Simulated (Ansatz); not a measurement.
Take GaP in the zinc blende structure (space group F-43m, No. 216) as the base.

```
CELL_PARAMETERS angstrom
      0.00000     2.71928     2.71928
      2.71928     0.00000     2.71928
      2.71928     2.71928     0.00000
ATOMIC_POSITIONS crystal
  Ga 0.00000 0.00000 0.00000
  P  0.25000 0.25000 0.25000
```

Computed with Ansatz (a quantum-chemistry and plane-wave program) PBEsol, without spin-orbit coupling.

Strains are applied to the cell and any free atomic positions relax.

One change was made to it. Results:

```csv
quantity,base,after
pressure,0.00 GPa,2.74 GPa
"valley order (the lowest conduction-band minima on the path, energy above the VBM, named in the base's zone)","a point along ⟨100⟩, about 1.0 Å⁻¹ from Γ 1.45 eV; L along ⟨111⟩ 1.60 eV; Γ 1.80 eV","a point along ⟨100⟩, about 1.0 Å⁻¹ from Γ 1.40 eV; L along ⟨111⟩ 1.69 eV; Γ 2.05 eV"
energy relative to the base (free energy F),0 meV/atom,+5.0 meV/atom
```

### Question
Name the change that was made.
A) isotropic strain +0.50 %
B) isotropic strain +1.00 %
C) isotropic strain −2.00 %
D) isotropic strain −1.00 %
E) isotropic strain −0.50 %

### Answer
D, isotropic strain −1.00 %. For comparison, the valley order in the other runs: isotropic strain −2.00 % gives a point along ⟨100⟩, about 1.0 Å⁻¹ from Γ 1.34 eV; L along ⟨111⟩ 1.79 eV; Γ 2.30 eV; isotropic strain +1.00 % gives a point along ⟨100⟩, about 1.0 Å⁻¹ from Γ 1.51 eV; L along ⟨111⟩ 1.51 eV; Γ 1.56 eV; isotropic strain +0.50 % gives a point along ⟨100⟩, about 1.0 Å⁻¹ from Γ 1.48 eV; L along ⟨111⟩ 1.56 eV; Γ 1.68 eV; isotropic strain −0.50 % gives a point along ⟨100⟩, about 1.0 Å⁻¹ from Γ 1.43 eV; L along ⟨111⟩ 1.65 eV; Γ 1.92 eV.

Whether these cells are dynamically stable was not tested.
